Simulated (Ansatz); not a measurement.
Data:

```xyz
4
Lattice="1.5754 -4.2234 0.0000 1.5754 4.2234 0.0000 0.0000 0.0000 3.0846" Properties=species:S:1:pos:R:3 pbc="T T T"
B      1.5754    -0.5182     0.7711
B      1.5754     0.5182     2.3134
W      1.5754    -3.0000     0.7711
W      1.5754     3.0000     2.3134
```

These are PBEsol, DFPT electron-phonon coupling, linearised Boltzmann equation (plane waves, PAW, scalar-relativistic; Ansatz, an electronic-structure program) values and carry that method's errors. How the cell was made: relaxed with this functional, without spin-orbit coupling.

What phonon-limited resistivity does this give at 300 K?

16.1 (x), 12.2 (y), 11.8 (z) μΩ·cm.

How long is the mean free path there?

5.6 (x), 6.6 (y), 5.8 (z) nm, weighted by the current that each state carries. Wires not much wider than this gain resistivity from their walls.

A metal at this level (no band gap). Only scattering by harmonic phonons is included (no impurities, grain boundaries, electron-electron scattering or thermal expansion). Spin-orbit coupling is left out, which matters with elements this heavy. Halving the electron mesh (28x28x28) moves the resistivity by up to 1 % at 300 K, the mean free path by up to 1 %. Smearing 0.20 eV; phonons on a 5x5x5 q mesh, which this run doesn't test.

Computed structure with no diffraction record at hand here (it may be known, metastable or hypothetical): WB (Cmcm).
